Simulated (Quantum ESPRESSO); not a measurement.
Input and output of a self-consistent single point for Cl2 (Cmce, 4 atoms in the cell) (Quantum ESPRESSO).

Computed with PBE, SSSP 1.1.2 efficiency (PBE) pseudopotentials (plane waves; Quantum ESPRESSO 7.5).

The change in words: lattice scaled by 0.98. Reference geometry:
```xyz
4
Lattice="3.2325 2.0375 0.0000 -3.2325 2.0375 0.0000 0.0000 0.0000 8.3209" Properties=species:S:1:pos:R:3 pbc="T T T"
Cl    -3.2325    -1.5708    -5.0321
Cl    -3.2325     1.5708    -3.2888
Cl    -3.2325    -0.4667    -0.8716
Cl    -3.2325     0.4667    -7.4493
```

Reference input (self-consistent single point, DFT, PBE, plane waves, SSSP 1.1.2 efficiency (PBE) pseudopotentials): ecutwfc = 40 Ry; ecutrho = 320 Ry; occupations = smearing; smearing = fd; degauss = 0.0036749 Ry; potentials = {Cl: cl_pbe_v1.4.uspp.F.UPF}; K_POINTS = automatic 9 9 4 0 0 0; conv_thr = 1e-09 Ry. This run's input differs from it in these lines:

```diff
@@ -10,5 +10,5 @@
     ibrav = 9
-    celldm(1) = 12.217238133
-    celldm(2) = 0.63031292401
-    celldm(3) = 1.28705164542
+    celldm(1) = 11.972892765
+    celldm(2) = 0.63031303792
+    celldm(3) = 1.28705170096
     nat = 4
@@ -27,6 +27,6 @@
 ATOMIC_POSITIONS angstrom
-Cl   -3.232542000   -1.570841023   -5.032062461
-Cl   -3.232542000    1.570841023   -3.288834539
-Cl   -3.232542000   -0.466671978   -0.871613961
-Cl   -3.232542000    0.466671978   -7.449283039
+Cl   -3.167891000   -1.539424402   -4.931421175
+Cl   -3.167891000    1.539424402   -3.223057825
+Cl   -3.167891000   -0.457338597   -0.854181675
+Cl   -3.167891000    0.457338597   -7.300297325
 K_POINTS automatic
```

Output, abridged:

```
     Self-consistent Calculation

     iteration #  1     ecut=    40.00 Ry     beta= 0.70

     Threshold (ethr) on eigenvalues was too large:
     Diagonalizing with lowered threshold

     negative rho (up, down):  6.035E-02 0.000E+00

     total energy              =    -133.13673296 Ry
     estimated scf accuracy    <       0.09091990 Ry

     iteration #  2     ecut=    40.00 Ry     beta= 0.70

     negative rho (up, down):  5.982E-02 0.000E+00

     total energy              =    -133.14366298 Ry
     estimated scf accuracy    <       0.00383720 Ry

     iteration #  3     ecut=    40.00 Ry     beta= 0.70
     c_bands:  1 eigenvalues not converged

     negative rho (up, down):  5.964E-02 0.000E+00

     total energy              =    -133.14432850 Ry
     estimated scf accuracy    <       0.00044027 Ry

   [... 2 blocks of this kind left out ...]

     iteration #  6     ecut=    40.00 Ry     beta= 0.70

     negative rho (up, down):  5.948E-02 0.000E+00

     total energy              =    -133.14444345 Ry
     estimated scf accuracy    <       0.00000002 Ry

     iteration #  7     ecut=    40.00 Ry     beta= 0.70

     negative rho (up, down):  5.948E-02 0.000E+00
     End of self-consistent calculation

     the Fermi energy is     2.8273 ev

!    total energy              =    -133.14444345 Ry
     estimated scf accuracy    <          2.3E-10 Ry
     smearing contrib. (-TS)   =      -0.00000000 Ry
     internal energy E=F+TS    =    -133.14444345 Ry

     convergence has been achieved in   7 iterations

     negative rho (up, down):  5.948E-02 0.000E+00

     Forces acting on atoms (cartesian axes, Ry/au):

     atom    1 type  1   force =     0.00000000    0.03227897   -0.05886827
     atom    2 type  1   force =    -0.00000000   -0.03227897    0.05886827
     atom    3 type  1   force =    -0.00000000   -0.03227897   -0.05886827
     atom    4 type  1   force =     0.00000000    0.03227897    0.05886827

     Total force =     0.134274     Total SCF correction =     0.000022

     negative rho (up, down):  5.948E-02 0.000E+00
          total   stress  (Ry/bohr**3)                   (kbar)     P=       53.48
   0.00012782   0.00000000   0.00000000           18.80        0.00        0.00
   0.00000000   0.00028903   0.00000000            0.00       42.52        0.00
   0.00000000   0.00000000   0.00067387            0.00        0.00       99.13

   JOB DONE.
```

The run converged in 7 iterations. Against the reference run the free energy rises by 40.0 meV/atom, the pressure goes from 2.73 to 5.35 GPa, the largest force goes from 0.848 to 1.726 eV/Å and the gap on the mesh goes from 2.382 to 2.597 eV.

The starting cell comes from a database of computed structures (which also holds hypothetical and non-ambient phases and stackings), without a prior relaxation at this level. Its lattice was rescaled by a random factor within 2.5 % of one. For this run, on top of that: lattice scaled by 0.98. With a pressure of about 5 GPa the cell is away from its equilibrium volume at this level. Forces in this geometry exceed 1 eV/Å.

Cost on one core of a shared machine: roughly 40 s.
